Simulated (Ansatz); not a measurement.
## PBE against PBEsol: hypothetical wurtzite BeS, pressure −1 GPa

Consider BeS in the wurtzite structure (space group P6_3mc, No. 186; a = 3.439 Å, c = 5.667 Å; a hypothetical phase, not in the database extracts checked).

(Cell as relaxed with PBE.)

Levels (all Ansatz, a quantum-chemistry and plane-wave program, PAW): PBE (420 eV, no spin-orbit coupling); PBEsol (420 eV, no SOC).

Each level relaxes its own structure.

| base | PBE | PBEsol |
|---|---|---|
| volume per atom | 14.51 Å³ | 14.18 Å³ |
| lattice parameter a | 3.439 Å | 3.412 Å |
| band gap | 3.71 eV | 3.44 eV |

It is then changed as follows: a negative pressure, −1 GPa.

| quantity | PBE | PBEsol |
|---|---|---|
| smallest direct gap | 5.04 eV | 5.01 eV |
| lattice parameter a | 3.452 Å | 3.424 Å |
| band gap | 3.75 eV | 3.48 eV |

PBE's smallest direct gap lies 0.035 eV above PBEsol's; PBE's lattice parameter a lies 0.028 Å above PBEsol's (0.8 %); PBE's band gap lies 0.27 eV above PBEsol's. Neither level is exact; PBEsol is the comparison here, not a measurement.

Load acts through the strain it causes; cell and atoms are relaxed under it. Whether these cells are dynamically stable was not tested.
